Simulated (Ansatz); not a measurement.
Consider Ge in the diamond structure (space group Fd-3m, No. 227; a = 5.6761 Å).

Level of theory: PBEsol (Ansatz, a program for electronic structure; PAW; 420 eV plane waves; scalar-relativistic without spin-orbit coupling), earlier PAW set.

For the base:

| Quantity | Result |
|---|---|
| Gap character | absent |
| Lattice parameter a | 5.676 Å |

One thing is altered: every Ge is replaced by Si, then cell and atoms are relaxed.

Task: Predict the new hole mass.

Result: The hole mass (degenerate bands, along [100]) amounts to 0.17, 0.26, 0.26 mₑ (at Γ).

Task: Predict the new gap character.

Result: The gap character becomes indirect, Γ → Γ–X (87 % along) (base: absent).

Task: What does the calculation give for the lattice parameter a after the change?

Result: The lattice parameter a decreases by 0.2426 Å (5.676 Å → 5.434 Å).

Masses are band curvatures over ±0.01 Å⁻¹ around the edge. Semilocal Kohn–Sham gaps tend to fall short of experiment. Whether these cells are dynamically stable was not tested.
